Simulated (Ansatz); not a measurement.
Effect of biaxial strain +1.25 %, plane normal [111], relaxed out of plane on KCl

Base system: KCl in the rock salt structure (space group Fm-3m, No. 225; a = 6.243 Å). Axes: x, y, z lie along the cube axes.

It is then changed as follows: biaxial strain +1.25 %, plane normal [111], relaxed out of plane (Cartesian); in-plane vectors clamped, the third vector and the atoms free.

The values are results of DFT with PBEsol, PAW potentials and a 420 eV plane-wave cutoff in Ansatz (a quantum-chemistry and plane-wave program), spin-orbit coupling left out, not measurements. k-mesh 9×9×9 (Γ-centred); smearing 0.05 eV (Fermi–Dirac).

```tsv
quantity	base	changed	shift
volume per atom	30.41 Å³	30.77 Å³	+0.36 Å³
space group	Fm-3m (No. 225)	R-3m (No. 166)	–
shortest interatomic distance	3.121 Å	3.134 Å	+0.013 Å
energy relative to the base (free energy F)	0 meV/atom	+0.7 meV/atom	+0.7 meV/atom
band gap	5.10 eV	5.03 eV	-0.07 eV
gap character	direct at Γ	direct at Γ	–
electron mass	0.43 mₑ (at Γ)	0.44 mₑ (at Γ)	–
valence-band top at Γ (three highest levels, from the VBM)	0.00, 0.00, 0.00 eV	0.00, -0.05, -0.05 eV	–
valley order (the lowest conduction-band minima on the path, energy above the VBM, named in the base's zone)	Γ 5.10 eV; X along ⟨100⟩ 6.37 eV	Γ 5.03 eV; X along [001] 6.35 eV	–
out-of-plane strain	–	-1.29 %	–
ratio −ε⊥/ε∥	–	1.03	–
mean in-plane stress (compression positive)	–	-0.3 GPa	–
```

Masses are band curvatures over ±0.01 Å⁻¹ around the edge. Stability against distortions was not tested. k-point labels follow each cell's own Brillouin zone.
